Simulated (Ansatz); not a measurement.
B₂O₃ (model structure, started from the corundum type, R-3c, No. 167, 10 atoms in the cell), treated with HSE06 in Ansatz (PAW).

Settings: plane-wave cutoff 460 eV, 6×6×6 k mesh, Fermi–Dirac smearing 0.01 eV, scalar-relativistic PAW data made under PBE.

Cell (relaxed with PBEsol):

Space group R-3c, hexagonal axes (No. 167); a = b = 4.375 Å, c = 19.701 Å, α = β = 90.00°, γ = 120.00°

```csv
atom,site,symmetry,x,y,z
B,12c,3.,0.0000,0.0000,0.0840
O,18e,.2,0.3783,0.3783,0.2500
```
(The calculation used a cell of 10 atoms; values per cell refer to that cell.)

### Question
Estimate the band gap and smallest direct gap on the k points sampled that the calculation returns.

### Answer

band gap: 6.87 eV (on the SCF k mesh) (indirect)
smallest direct gap on the k points sampled: 7.17 eV

Note: the relaxation could raise the start's symmetry but not lower it, so the cell can be a saddle point; cell and atoms aren't relaxed at this level (largest force component 0.30 eV/Å, pressure -2.4 GPa); the cell has widely spaced layers and the level no dispersion term, so their spacing and the moduli can rest on weak binding.

The computed numbers hold no vibrational or temperature effects.

Cost on a shared machine: around 7 core-minutes (rough).

A model structure was made by putting elements into a prototype or built by hand; it is no filed structure, need not be a known phase, and can be a saddle point held by its symmetry.

Ansatz is an electronic-structure program.
